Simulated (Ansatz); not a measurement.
CaSnO₃ (R-3, No. 148), treated with LDA in Ansatz (plane waves, PAW).

Numerical settings: plane-wave cutoff 520 eV, 8×8×8 k mesh, Fermi–Dirac smearing 0.01 eV, scalar-relativistic PAW data made under PBE.

Cell (relaxed at this level):

CaSnO₃ is modelled in the trigonal space group R-3, hexagonal axes (No. 148), Pearson symbol hR10. Cell: a = b = 5.4536 Å, c = 15.0198 Å, α = β = 90.00°, γ = 120.00°. Sn on 6c has 6 O at 2.042–2.111 Å. Ca on 6c has 3 O at 2.255 Å and 3 O at 2.404 Å. O on 18f is coordinated by 2 Sn at 2.042–2.111 Å and 1 Ca at 2.255 Å and 1 Ca at 2.404 Å. (Neighbours: up to the widest gap in distance over summed covalent radii, below 1.35, at either atom; cation-cation and far metal-metal contacts left out.)
(The calculation used a cell of 10 atoms; values per cell refer to that cell.)

Question: What does this level give for the band gap and bulk modulus?

Answer: 
- band gap: 3.23 eV (on the SCF k mesh)
- bulk modulus: 140 GPa

Note: the bulk modulus is −V dP/dV from two relaxed cells at ±2 % in volume.

Spin–orbit coupling is not included.

Computed values are for the static lattice.

Ansatz is a first-principles code.
